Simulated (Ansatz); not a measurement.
Worked example: self-consistent single point of Ga2O3 (C2/m, 10 atoms in the cell) in Ansatz (a first-principles code).

Level of theory: PBE, PAW files (plane waves; Ansatz).

The change in words: lattice scaled by 0.97. Reference geometry:
```
Ga2O3
1.0
    6.16234    -1.52927     0.00000
    6.16234     1.52927     0.00000
   -1.38911     0.00000     5.67069
Ga O
4 6
Direct
  0.34116   0.34116   0.68527
  0.65884   0.65884   0.31473
  0.90953   0.90953   0.20521
  0.09047   0.09047   0.79479
  0.50353   0.50353   0.74334
  0.49647   0.49647   0.25666
  0.82663   0.82663   0.43677
  0.17337   0.17337   0.56323
  0.16450   0.16450   0.10915
  0.83550   0.83550   0.89085
```

Reference input (self-consistent single point, DFT, PBE, plane waves, PAW files): basis.ecutwfc = 420 eV; kpoints.mp_grid.grid = 7 7 4; hamiltonian.xc = pbe; hamiltonian.pseudopotentials = {kind: paw} (the program's default PAW files); scf.occupations.method = fixed. This run's input differs from it in these lines:

```diff
@@ -3,5 +3,5 @@
   lattice:
-    - [6.16234000, -1.52927100, 0.00000000]
-    - [6.16234000, 1.52927100, 0.00000000]
-    - [-1.38911000, 0.00000000, 5.67069100]
+    - [5.97747000, -1.48339300, 0.00000000]
+    - [5.97747000, 1.48339300, 0.00000000]
+    - [-1.34743700, 0.00000000, 5.50057000]
   atoms:
```

The program printed (abridged):

```
SCF iter   1: F=—  HF=-18541.975324 eV  |F-HF|=—  |Δ(HF+E_count)|=         —  Δρ=1.31e-1  dr2=8.54e0  ethr=3.10e-3  ⟨swp⟩=4.7  Hψ=9672  notcnv=0  defer=412
all-band conjugate gradients solve this SCF's bands
preconditioner: auto → Resta (q_TF=auto, 2.682 Å⁻¹)
SCF iter   2: F=—  HF=-18539.809343 eV  |F-HF|=—  |Δ(HF+E_count)|=    2.17e0  Δρ=5.67e-2  dr2=1.52e0  ethr=3.10e-3  ⟨swp⟩=2.0  Hψ=6580  notcnv=0  defer=328
   [... lines left out ...]
SCF iter   8: F=—  HF=-18539.265831 eV  |F-HF|=—  |Δ(HF+E_count)|=   1.21e-5  Δρ=6.91e-5  dr2=3.06e-6  ethr=1.01e-7  ⟨swp⟩=2.0  Hψ=5659  notcnv=0  defer=213
SCF iter   9: F=—  HF=-18539.265834 eV  |F-HF|=—  |Δ(HF+E_count)|=   3.48e-6  Δρ=1.51e-5  dr2=1.75e-7  ethr=3.48e-9  ⟨swp⟩=2.0  Hψ=5589  notcnv=0  defer=213
SCF iter  10: F=—  HF=-18539.265835 eV  |F-HF|=—  |Δ(HF+E_count)|=   2.13e-7  Δρ=1.15e-5  dr2=8.68e-8  ethr=1.14e-10  ⟨swp⟩=11.3  Hψ=16325  notcnv=0
SCF iter  11: F=-18539.265835 eV  HF=-18539.265835 eV  |F-HF|=5.13e-9  |Δ(HF+E_count)|=   5.78e-8  Δρ=2.40e-6  dr2=3.03e-9  ethr=9.86e-11  ⟨swp⟩=4.1  Hψ=11412  notcnv=0
SCF 1 converged in 11 iterations: F = -18539.265835 eV  dr2 = 3.03e-9
Free energy (F): -18539.265835 eV
Internal energy: -18539.265835 eV  (E = F + TS)
E sigma→0 (E₀):  -18539.265835 eV
Fermi energy:    9.171961 eV
--- Forces (eV/Å), atoms counted from 1 ---
  atom   1  Ga     0.03609392     0.00000000    -0.11128475
  atom   2  Ga    -0.03609392    -0.00000000     0.11128475
  atom   3  Ga    -0.21161098    -0.00000000     0.03312679
  atom   4  Ga     0.21161098     0.00000000    -0.03312679
  atom   5  O     -0.37512024    -0.00000000    -0.17985628
  atom   6  O      0.37512024     0.00000000     0.17985628
  atom   7  O      0.08913493    -0.00000000     0.13564281
  atom   8  O     -0.08913493     0.00000000    -0.13564281
  atom   9  O      0.64485507    -0.00000000     0.03214079
  atom  10  O     -0.64485507     0.00000000    -0.03214079
--- Stress (GPa, compression-positive) ---
       25.669336      -0.000000       0.508175
       -0.000000      28.498936      -0.000000
        0.508175      -0.000000      26.595223
  P = ⅓ Tr σ = 26.9212 GPa (269.212 kbar)
  The stress holds the Pulay correction. Without it, at fixed plane waves, as pw.x and ABINIT print it: P = 26.4299 GPa
```

The run converged in 11 iterations. Against the reference run the free energy rises by 86.5 meV/atom, the pressure goes from 4.51 to 26.92 GPa, the largest force goes from 0.095 to 0.646 eV/Å and the gap on the mesh goes from 2.215 to 3.068 eV.

The starting cell comes from a database of computed structures (which also holds hypothetical and non-ambient phases and stackings), without a prior relaxation at this level. Its lattice was rescaled by a random factor within 2.5 % of one. For this run, on top of that: lattice scaled by 0.97. Ansatz's pressure includes its estimate of the finite-basis (Pulay) stress.

Keys are those of Ansatz 0.2.
